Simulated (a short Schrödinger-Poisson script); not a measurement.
Structure: MOS inversion layer, SiO2 on p-type Si(110), at 300 K.

```csv
layer,material,thickness (nm),Na (cm⁻³)
1,SiO2,3.7,-
2,Si,310,1.9e18
```

The device is made up for the run: typed textbook-type constants, with dimensions and the other settings drawn at random. SiO2: permittivity 3.9, conduction-band edge (eV) 3.15, gap (eV) 9, electron mass (mₑ) 0.5. Si: permittivity 11.7, conduction-band edge (eV) 0, gap (eV) 1.124, Nv at 300 K (cm⁻³) 3.1e19.

Channel valleys (confinement mass, in-plane density-of-states mass, number): Δ4 0.315, 0.324, 4; Δ2 0.19, 0.417, 2. At the gate the conduction-band edge of layer 1 lies 3.24 eV − eVg above the Fermi level of the channel; the field vanishes at the back. Gaps are held at their typed values at every temperature. Mesh 0.03 nm at interfaces.

From a short Schrödinger-Poisson script (our own, NumPy): 1D Poisson equation in equilibrium, electrons classical, Fermi-Dirac, parabolic valleys, classical holes, full ionisation, no traps, pinning or gate leakage.

The same stack at other levels of the model or other numerical settings:

```tsv
run	sheet density of all electrons at Vg = 3.15 V (cm⁻²)	sheet density of all electrons at Vg = 1.35 V (cm⁻²)	capacitance at Vg = 3.15 V (μF/cm²)	centroid of the channel electrons at Vg = 3.15 V (nm)	rough cost against the base
base	1.17e13	2.04e12	0.887	0.40	about 1
electrons treated as classical, Boltzmann	1.22e13	2.11e12	?	0.23	0.3
electrons treated as quantum, Hartree	?	?	0.838	1.53	7
mesh six times as coarse	1.16e13	1.98e12	0.880	0.48	0.3
```

Fill in the missing entries.


- electrons treated as quantum, Hartree, sheet density of all electrons at Vg = 1.35 V (cm⁻²): 1.03e12
- electrons treated as classical, Boltzmann, capacitance at Vg = 3.15 V (μF/cm²): 0.914
- electrons treated as quantum, Hartree, sheet density of all electrons at Vg = 3.15 V (cm⁻²): 1.01e13

The classical rows ignore confinement, and Boltzmann statistics overrate the density once the band edge passes the Fermi level.
